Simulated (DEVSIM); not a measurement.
**CdS/CdTe n-p heterojunction**

System: CdS/CdTe n-p heterojunction, at 300 K.

```
layer (left to right)  material  thickness (μm)  Nd (cm⁻³)  Na (cm⁻³)  τn (s)  τp (s)
---------------------  --------  --------------  ---------  ---------  ------  ------
1                           CdS            1.20     3.8e17          -  1.6e-9  1.6e-9
2                          CdTe           0.560          -     5.3e15  1.6e-9  1.6e-9
```

Left contact: ohmic. Right contact: ohmic. Voltage is applied to the left contact. Recombination: SRH at mid-gap, Auger. Mobility is μmin + (μ − μmin)/(1 + (N/Nref)^α).

The device is made up for the run: typed textbook-type constants, with dimensions and the other settings drawn at random. Values at 300 K.

```tsv
parameter	CdS	CdTe
gap (eV)	2.4	1.5
affinity (eV)	4.3	4.28
permittivity	9	10.2
Nc (cm⁻³)	2.2e18	8e17
Nv (cm⁻³)	1.8e19	1.8e19
μn (cm²/Vs)	300	1000
μp (cm²/Vs)	25	80
μn,min	30	100
μp,min	3	10
Nref,n	1e17	1e17
Nref,p	1e17	1e17
αn	0.6	0.6
αp	0.6	0.6
Cn (cm⁶/s)	1e-30	1e-30
Cp (cm⁶/s)	1e-30	1e-30
```

Model (solved in DEVSIM): 1D drift-diffusion, Boltzmann statistics, complete ionisation; no tunnelling, impact ionisation, image-force lowering or self-heating. Band offsets follow the typed affinities; no thermionic-emission limit at abrupt steps, no polarisation charge.

| Property | Value |
|---|---|
| Potential step across the device at zero bias | 1.224 V |
| Largest field in the device at zero bias | 54000 V/cm |
| Dark forward voltage at 1 A/cm² | 0.996 V |
| Dark forward voltage at 100 A/cm² | 1.130 V |

Small-signal capacitance in reverse bias (quasi-static):

```tsv
V (V)	C (nF/cm²)
0.2	17.0
0.5	16.2
1	15.9
1.5	15.8
2	15.7
3	15.7
4	15.6
5	15.5
6.5	15.4
8	15.3
10	15.1
```

Dark reverse current:

```csv
V (V),J (A/cm²)
0.20,3.2e-10
0.50,6.6e-10
1.00,1.1e-9
1.50,1.4e-9
2.00,1.6e-9
3.00,1.9e-9
4.00,2.1e-9
5.00,2.2e-9
6.50,2.3e-9
8.00,2.4e-9
10.00,2.5e-9
```
